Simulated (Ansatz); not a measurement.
Given:

```
CELL_PARAMETERS angstrom
      2.45851     1.41942     4.47304
     -2.45851     1.41942     4.47304
      0.00000    -2.83885     4.47304
ATOMIC_POSITIONS crystal
  Al 0.64770 0.64770 0.64770
  Al 0.14770 0.14770 0.14770
  Al 0.35230 0.35230 0.35230
  Al 0.85230 0.85230 0.85230
  O  0.75000 0.44451 0.05549
  O  0.05549 0.75000 0.44451
  O  0.25000 0.55549 0.94451
  O  0.55549 0.94451 0.25000
  O  0.94451 0.25000 0.55549
  O  0.44451 0.05549 0.75000
```

No spin polarisation.

The values are results of Ansatz (a program for electronic structure), PBE, PAW, cutoff 420 eV, without spin-orbit coupling, not measurements. Settings: 8×8×8 k-points, 0.05 eV Fermi–Dirac smearing.

**Question.** What pressure (mean of the normal stresses, compression positive) does the calculation give?

**Answer.** -134.4 kbar.

**Question.** Estimate the smallest direct gap.

**Answer.** 5.06 eV.

**Question.** Predict the electron mass.

**Answer.** 0.34 mₑ (at Γ).

The cells carry an imposed strain or load. Effective masses come from finite differences of ±0.01 Å⁻¹. Whether these cells are dynamically stable was not tested. The cell was made from Al2O3 in the corundum structure (space group R-3c, No. 167) by this change: isotropic strain +2.25 %.
